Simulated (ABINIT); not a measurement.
Band structure of InBi (P4/nmm, 4 atoms in the cell).

```
InBi
1.0
    4.84796     0.00000     0.00000
    0.00000     4.84796     0.00000
    0.00000     0.00000     5.15543
In Bi
2 2
Direct
  0.50000   0.50000   0.00000
  0.00000   0.00000   0.00000
  0.50000   0.00000   0.36001
  0.00000   0.50000   0.63999
```

Computed with PBEsol, PAW (JTH v2.0 PBE PAW, files made for PBE) (plane waves; ABINIT).

Settings: pseudos = [In.GGA_PBE-JTH.xml, Bi.GGA_PBE-JTH.xml]; ecut = 20 Ha; pawecutdg = 40 Ha; pawxcdev = 0; ixc = -116133; occopt = 7; tsmear = 0.272 eV; ngkpt = 5 5 5; nshiftk = 1; shiftk = 0 0 0; potentials = JTH v2.0 PBE PAW; kptopt = 1; nstep = 100.

The starting cell comes from a database of computed structures (which also holds hypothetical and non-ambient phases and stackings), without a prior relaxation at this level. Its lattice was rescaled by a random factor within 2.5 % of one. Spin-orbit coupling is off. The potentials were made for another functional than the one used.

Levels in eV from the Fermi level, bands 25 to 32:
```csv
point,25,26,27,28,29,30,31,32
Γ,-3.01,-2.34,-1.55,0.73,1.14,1.14,3.09,3.16
X,-2.12,-2.12,-1.33,-1.33,1.49,1.49,3.18,3.18
M,-1.55,-1.55,-0.48,-0.48,0.64,0.64,0.93,0.93
Z,-1.49,-1.49,-1.45,-1.45,-1.00,1.49,2.37,3.84
R,-0.79,-0.79,-0.70,-0.70,0.15,0.15,2.40,2.40
A,-3.78,-3.78,-3.41,-3.41,4.67,4.67,5.29,5.29
```

Bands cross the Fermi level along this path, so the cell is metallic at this level.
